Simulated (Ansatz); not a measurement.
Take InP in the zinc blende structure (space group F-43m, No. 216) as the base.

```
CELL_PARAMETERS angstrom
      0.00000     2.91346     2.91346
      2.91346     0.00000     2.91346
      2.91346     2.91346     0.00000
ATOMIC_POSITIONS crystal
  In 0.00000 0.00000 0.00000
  P  0.25000 0.25000 0.25000
```

Cartesian axes are those of the cell as printed.

The values are results of Ansatz (a quantum-chemistry and plane-wave program), LDA, PAW, cutoff 420 eV, without spin-orbit coupling, not measurements.

One thing is altered: the cell is compressed by 3.00 % along z with no lateral relaxation; the atoms relax in the strained cell.

Question: Predict the stress tensor and what it implies for the stiffness.

Answer: Stress of the strained cell less that of the base (GPa, compression positive):
```
   1.89    0.00    0.00
   0.00    1.89    0.00
   0.00    0.00    3.11
```

Then −Δσ_ii/ε with ε = -0.0300 gives secant stiffness values (nonlinear terms included at this strain): C33 ≈ 104 GPa, C13 ≈ 63 GPa and C23 ≈ 63 GPa.

As a check, the harmonic strain energy −½ V₀ Δσ:ε is 7.2 meV/atom; the computed energy rise is 7.1 meV/atom.

Whether these cells are dynamically stable was not tested.
